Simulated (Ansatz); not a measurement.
Fluorite PtAl2

All values below come from PBEsol+SOC (PAW; Ansatz, an electronic-structure program).

Settings: plane-wave cutoff 520 eV, 20×20×20 k mesh, Fermi–Dirac smearing 0.087 eV (set by the program), PAW data made under PBE.

Cell (relaxed at this level):

Al2Pt is modelled in the cubic space group Fm-3m (No. 225), Pearson symbol cF12. Conventional cell: a = b = c = 5.8890 Å, α = β = γ = 90.00°. Al on 8c is surrounded by 4 Pt at 2.550 Å and 6 Al at 2.944 Å. Pt on 4a is coordinated by 8 Al at 2.550 Å (cubic). (Neighbours: up to the widest gap in distance over summed covalent radii, below 1.35, at either atom.)
(The calculation used a cell of 3 atoms; values per cell refer to that cell.)

For fluorite PtAl2, the elastic constant C11 is 188 GPa, the elastic constant C12 comes out as 116 GPa and the elastic constant C44 is 48.1 GPa. The voigt–Reuss–Hill bulk modulus is 140 GPa and the polycrystal shear modulus (Hill average) is 42.9 GPa. The Young modulus comes out as 117 GPa and the Poisson ratio is 0.361.

Elastic constants are with the ions relaxed.

The result took around 50 core-minutes (rough).
